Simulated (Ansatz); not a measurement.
Start from Os in the hcp (Mg type) structure (space group P6_3/mmc, No. 194; a = 2.7385 Å, c = 4.3193 Å; relaxed with 0.1 eV smearing). Axes: x lies along a and z along c of the hexagonal cell.

Level of theory: r2SCAN, PAW, 500 eV (Ansatz, a quantum-chemistry and plane-wave program; no spin-orbit coupling), earlier PAW set.

One thing is altered: biaxial strain +2.97 %, plane normal [001], relaxed out of plane (Cartesian); in-plane vectors clamped, the third vector and the atoms free.

Problem. How does this affect the out-of-plane strain?

Solution. The out-of-plane strain is -1.60 %.

Problem. What happens to the in-plane stress?

Solution. The mean in-plane stress (compression positive) is -21.9 GPa.

No phonon test of stability was made. All final runs are without spin polarisation.
